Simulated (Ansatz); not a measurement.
Amorphous Si24O49Mg, 74 atoms at 2.22 g/cm³, one PBE-relaxed geometry, zone centre. Methods: PBE, scalar-relativistic without spin-orbit coupling (Ansatz, a first-principles code); r2SCAN, scalar-relativistic without spin-orbit coupling (Ansatz); HSE06, scalar-relativistic without spin-orbit coupling (Ansatz). Plane waves to 420 eV (r2SCAN 500 eV); exact exchange is cut at the cell's faces. At PBE the levels at the filled edge of the gap are localised (band-tail or defect states), and the nearest spread-out levels lie 5.6 eV apart at the zone centre. All rungs ran without spin polarisation.

The cell was made by melting and quenching with the CHGNet potential and then relaxed with DFT. O atoms were pushed apart under 1.9 Å during the dynamics, to hinder bonds among them. The hot cell started wider than the set density and was brought back towards it in steps. It is the lowest in DFT energy of 2 quenches. It is a model cell: composition and starting density were chosen by hand, and all elements were melted together. No dispersion term was used. Its density started from a set value of 2.22 and ended at 2.22 g/cm³. The simulated quench (nominally 400 K/ps over its main leg) is rapid and tends to freeze in more defects than a deposited or slowly cooled glass has. A cell of this size samples the disorder only roughly. The volume was held where the preparation left it and the shape relaxed, at a PBE pressure of 2.4 GPa. Stress components on the final sampling reach 2.4 GPa.

The relaxation ran on the zone centre alone. At PBE the level gap is 4.37 eV on a 2×2×2 Γ-centred mesh, and the spacing at the zone centre alone 4.38 eV.

Task: What zone-centre spacing does r2SCAN give, roughly?

Result: 5.01 eV (+0.63 eV against PBE).

Task: What zone-centre spacing does HSE06 give, roughly?

Result: 6.10 eV (+1.72 eV against PBE).

The highest filled and the lowest empty state spread over these numbers of atoms (participation numbers): PBE: 1.9 and 50.4; r2SCAN: 1.8 and 52.1; HSE06: 1.8 and 52.0.
